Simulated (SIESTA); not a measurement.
Input and output of a self-consistent single point for NaI (Fm-3m, 2 atoms in the cell) (SIESTA).

Method of the run: GGA PBE, numerical atomic orbitals DZP, PseudoDojo PBE standard norm-conserving potentials (rewritten from UPF to PSML) in SIESTA.

The change in words: lattice scaled by 0.98. Reference geometry:
```
NaI
1.0
    0.00000     3.23500     3.23500
    3.23500     0.00000     3.23500
    3.23500     3.23500     0.00000
Na I
1 1
Direct
  0.00000   0.00000   0.00000
  0.50000   0.50000   0.50000
```

Reference input (self-consistent single point, DFT, GGA PBE, numerical atomic orbitals DZP, PseudoDojo PBE standard norm-conserving potentials (rewritten from UPF to PSML)): XC.functional = GGA; XC.authors = PBE; potentials = PseudoDojo PBE standard; PAO.BasisSize = DZP; PAO.EnergyShift = 0.01 Ry; MeshCutoff = 300 Ry; kgrid.MonkhorstPack = 9 9 9; OccupationFunction = FD; ElectronicTemperature = 50 meV; MaxSCFIterations = 150; SCF.Mixer.Method = Pulay; SCF.Mixer.Weight = 0.1. This run's input differs from it in these lines:

```diff
@@ -12,5 +12,5 @@
 %block LatticeVectors
-     0.000000000    3.235000000    3.235000000
-     3.235000000    0.000000000    3.235000000
-     3.235000000    3.235000000    0.000000000
+     0.000000000    3.170300000    3.170300000
+     3.170300000    0.000000000    3.170300000
+     3.170300000    3.170300000    0.000000000
 %endblock LatticeVectors
@@ -19,3 +19,3 @@
      0.000000000    0.000000000    0.000000000  1
-     3.235000000    3.235000000    3.235000000  2
+     3.170300000    3.170300000    3.170300000  2
 %endblock AtomicCoordinatesAndAtomicSpecies
```

The program printed (abridged):

```
        iscf     Eharris(eV)        E_KS(eV)     FreeEng(eV)     dDmax    Ef(eV) dHmax(eV)
   scf:    1    -1598.984272    -1596.800313    -1596.800313  0.577200 -4.336376  2.789786
   scf:    2    -1596.815704    -1596.808055    -1596.808055  0.008854 -4.505974  2.449083
   scf:    3    -1596.853355    -1596.832796    -1596.832796  0.053609 -3.766815  0.032675
   scf:    4    -1596.832771    -1596.832790    -1596.832790  0.003812 -3.834188  0.091728
   scf:    5    -1596.832609    -1596.832702    -1596.832702  0.001554 -3.869027  0.165249
   scf:    6    -1596.832944    -1596.832836    -1596.832836  0.003525 -3.794381  0.003177
mix: Pulay -- inversion failed, > SVD [rank/size] 3 / 5
   scf:    7    -1596.832836    -1596.832836    -1596.832836  0.000068 -3.792891  0.000063
SCF Convergence by DM+H criterion
max |DM_out - DM_in|         :     0.0000678971
max |H_out - H_in|      (eV) :     0.0000625468
SCF cycle converged after 7 iterations

Using DM_out to compute the final energy and forces

siesta: E_KS(eV) =            -1596.8328

siesta: E_KS - E_eggbox =     -1596.8328

siesta: Atomic forces (eV/Ang):
     1    0.000000    0.000000    0.000000
     2    0.000000    0.000000   -0.000000
   Tot    0.000000    0.000000    0.000000
   Max    0.000000
   Res    0.000000    sqrt( Sum f_i^2 / 3N )
   Max    0.000000    constrained

Stress tensor Voigt[x,y,z,yz,xz,xy] (kbar):      -11.73      -11.73      -11.73       -0.22       -0.22       -0.22
(Free)E + p*V (eV/cell)    -1596.3663
Target enthalpy (eV/cell)    -1596.8328

siesta: Program's energy decomposition (eV):
siesta: FreeEng =     -1596.832836

   [... lines left out ...]
siesta:    -0.007320   -0.000140   -0.000140
siesta:    -0.000140   -0.007320   -0.000140
siesta:    -0.000140   -0.000140   -0.007320

siesta: Cell volume =         63.728116 Ang**3

siesta: Pressure (static):
siesta:                Solid            Molecule  Units
siesta:           0.00007973          0.00007973  Ry/Bohr**3
siesta:           0.00732009          0.00732009  eV/Ang**3
siesta:          11.72807714         11.72807714  kBar
```

The run converged in 7 iterations. Against the reference run the free energy rises by 5.6 meV/atom, the pressure goes from -0.27 to 1.17 GPa and the gap on the mesh goes from 3.832 to 4.029 eV.

The starting cell has typed, rounded lattice constants, without a prior relaxation at this level. For this run, on top of that: lattice scaled by 0.98. Spin-orbit coupling is off. Values carry the incompleteness of an atom-centred basis.
